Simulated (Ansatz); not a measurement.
The reference is AlN in the zinc blende structure (space group F-43m, No. 216).

```yaml
crystal:
  lattice:
    - [0.00000, 2.18488, 2.18488]
    - [2.18488, 0.00000, 2.18488]
    - [2.18488, 2.18488, 0.00000]
  atoms:
    - { symbol: Al, position: [0.00000, 0.00000, 0.00000] }
    - { symbol: N, position: [0.25000, 0.25000, 0.25000] }
```

All numbers come from r2SCAN/PAW in Ansatz (a first-principles code), spin-orbit coupling left out.

Before the change:

* **Shortest interatomic distance**: 1.892 Å
* **Smallest direct gap**: 4.84 eV

Perturbation: cell and atoms relaxed at a pressure of 9 GPa.

Q: Predict the new shortest interatomic distance and smallest direct gap.

A: The shortest interatomic distance decreases by 0.025 Å (1.892 Å → 1.867 Å); the smallest direct gap grows by 0.373 eV to 5.22 eV.

Load acts through the strain it causes; cell and atoms are relaxed under it. Stability against distortions was not tested. Tetrahedral semiconductors of this kind turn to denser phases somewhere between about 1 and 50 GPa; those were not computed, so compressed cells here can lie past the real transition. This is not the structure that AlN has at room temperature and ambient pressure.
